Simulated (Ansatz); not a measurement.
The parent structure is WC (space group P-6m2, No. 187; relaxed with 0.1 eV smearing).

```
WC
1.0
    2.92246     0.00000     0.00000
   -1.46123     2.53092     0.00000
    0.00000     0.00000     2.84619
W C
1 1
Direct
  0.00000   0.00000   0.00000
  0.33333   0.66667   0.50000
```

Cartesian axes are those of the cell as printed.

All numbers come from Kohn–Sham DFT with the PBE functional, run in Ansatz (a program for electronic structure) with PAW and 420 eV plane waves, no spin-orbit coupling.

Before the change:

The band gap comes out as zero. The shortest interatomic distance is 2.207 Å.

Modification: compressive biaxial strain of 2.00 % in the plane normal to [001], as in epitaxy on a mismatched substrate; the out-of-plane cell vector and the atoms relax.

### Question
What happens to the band gap?

### Answer
The band gap stays zero.

### Question
What happens to the out-of-plane strain?

### Answer
The out-of-plane strain amounts to +0.76 %.

### Question
Estimate the effect on the in-plane stress.

### Answer
The mean in-plane stress (compression positive) is +18.9 GPa.

### Question
What happens to the shortest interatomic distance?

### Answer
The shortest interatomic distance drops by 0.0186 Å to 2.189 Å.

Stability against distortions was not tested. All final runs are without spin polarisation.
